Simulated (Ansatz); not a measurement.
## BN, element substitutions

Consider BN in the zinc blende structure (space group F-43m, No. 216; a = 3.610 Å).

Each row replaces one element on all its sites; cell and atoms are relaxed.

All numbers come from Ansatz (a program for electronic structure) r2SCAN, no spin-orbit coupling.

| change | band gap | shortest interatomic distance | density |
|---|---|---|---|
| base | 5.00 eV | 1.563 Å | 3.50 g/cm³ |
| N → O | zero | 1.698 Å | 2.95 g/cm³ |
| B → Ga | ___ | ___ | 6.11 g/cm³ |
| B → Be | zero | ___ | ___ |

Task: What belongs in the blanks?

Result: 
- B → Ga, band gap: 2.17 eV
- B → Ga, shortest interatomic distance: 1.948 Å
- B → Be, shortest interatomic distance: 1.705 Å
- B → Be, density: 2.50 g/cm³

Stability against distortions was not tested. As relaxed here, BO and BeN are hypothetical phases, not in the database extracts checked. The final runs are not spin-polarised. An odd electron count without spin: BO and BeN. This is not the structure that GaN has at room temperature and ambient pressure.
